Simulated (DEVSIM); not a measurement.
## Si n-p junction from an implanted or diffused profile

System: Si n-p junction from an implanted or diffused profile, at 300 K.

| layer (left to right) | material | thickness (μm) | Na (cm⁻³) | τn (s) | τp (s) |
|---|---|---|---|---|---|
| 1 | Si | 6.90 | 8.7e15 | 2.4e-6 | 2.4e-6 |

Added donor profile: 8.1e18 cm⁻³ × exp(−(x − 0 μm)²/(2·(0.16 μm)²)). Left contact: ohmic. Right contact: ohmic. Voltage is applied to the left contact. Recombination: SRH at mid-gap, radiative. Mobility is μmin + (μ − μmin)/(1 + (N/Nref)^α).

Constants are typed, rounded textbook-type inputs, not results; the design itself was drawn at random and stands for no fabricated device. Values at 300 K.

| parameter | Si |
|---|---|
| gap (eV) | 1.124 |
| affinity (eV) | 4.05 |
| permittivity | 11.7 |
| Nc (cm⁻³) | 2.86e19 |
| Nv (cm⁻³) | 3.1e19 |
| μn (cm²/Vs) | 1417 |
| μp (cm²/Vs) | 470 |
| μn,min | 52 |
| μp,min | 45 |
| Nref,n | 9.7e16 |
| Nref,p | 2.2e17 |
| αn | 0.68 |
| αp | 0.72 |
| B (cm³/s) | 4.7e-15 |

DEVSIM, 1D drift-diffusion, Boltzmann statistics, complete ionisation; no tunnelling, impact ionisation, image-force lowering or self-heating.

- Potential step across the device at zero bias = 0.880 V
- Dark forward voltage at 1 A/cm² = 0.594 V
- Dark forward voltage at 100 A/cm² = 0.727 V

Small-signal capacitance in reverse bias (quasi-static):

```
V (V)  C (nF/cm²)
-----  ----------
0.1          26.8
0.25         24.7
0.5          22.2
0.75         20.3
1            18.9
1.5          16.8
2            15.2
2.5          14.0
3.25         12.7
4            11.7
5            10.7
```

Dark forward current:

```csv
V (V),J (A/cm²)
-0.05,-2.6e-9
-0.10,-1.2e-8
-0.15,-5.7e-8
-0.20,-3.1e-7
-0.25,-1.9e-6
-0.30,-1.2e-5
-0.35,-8.4e-5
-0.40,-0.00057
-0.45,-0.0039
-0.50,-0.027
-0.55,-0.19
-0.60,-1.3
-0.65,-8.3
-0.70,-46
-0.75,-200
-0.80,-650
-0.85,-1800
-0.90,-4200
```
